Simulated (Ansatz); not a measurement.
## PtS2: pressure series

The parent structure is PtS2 in the CdI2 type structure (space group P-3m1, No. 164; a = 3.584 Å, c = 4.656 Å; layered, stacked along the Cartesian z axis).

Cell and atoms are relaxed at each pressure.

All numbers come from DFT with PBE-D3(BJ), PAW potentials and a 420 eV plane-wave cutoff in Ansatz (a first-principles code), no spin-orbit coupling.

| change | volume per atom | c/a ratio | band gap |
|---|---|---|---|
| base | 17.26 Å³ | 1.299 | zero |
| pressure −1 GPa | 17.82 Å³ | 1.339 | 0.25 eV |
| pressure 0.3 GPa | 17.14 Å³ | 1.291 | zero |
| pressure 0.7 GPa | 16.99 Å³ | 1.281 | zero |
| pressure 1.5 GPa | 16.73 Å³ | 1.265 | zero |
| pressure 3 GPa | 16.35 Å³ | 1.244 | zero |
| pressure 5 GPa | 15.97 Å³ | 1.225 | zero |
| pressure 7.5 GPa | (withheld) | (withheld) | zero |
| pressure 10 GPa | 15.27 Å³ | 1.195 | zero |

Q: Fill in the withheld entries from the trend.

A: 
- pressure 7.5 GPa, volume per atom: 15.59 Å³
- pressure 7.5 GPa, c/a ratio: 1.208

With Pt present, leaving out spin-orbit coupling can change the band edges. Load acts through the strain it causes; cell and atoms are relaxed under it. No phonon test of stability was made. No other phases were tried under pressure. All final runs are without spin polarisation. The zero or small gap of PtS2 can change with the level of theory.
